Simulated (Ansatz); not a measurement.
**HfO2, response to strain**

Consider HfO2 in the fluorite structure (space group Fm-3m, No. 225; a = 5.001 Å). Axes: x, y, z lie along the cube axes.

Strains are applied to the cell and any free atomic positions relax.

The values are results of Ansatz (a quantum-chemistry and plane-wave program), LDA, PAW, cutoff 420 eV, without spin-orbit coupling, not measurements.

Notes on the quantities. energy relative to the base: free energy F.

| uniaxial strain ε_zz (%) | energy relative to the base (meV/atom) |
|---|---|
| 0 | 0.0 |
| 1.5 | ? |
| 2 | 7.6 |
| 2.5 | 11.8 |
| 3 | 17.0 |

Problem. Fit ΔE = Aε² + Bε³ (ε in %) to the rows shown and predict the withheld row.

Solution. Least squares on the printed values gives A = 1.91 and B = -0.0075 meV/atom (largest residual 0.0 meV/atom); this predicts 4.3 meV/atom, and the run gives 4.2 meV/atom, in agreement.

Stability against distortions was not tested. This is not the structure that HfO2 has at room temperature and ambient pressure.
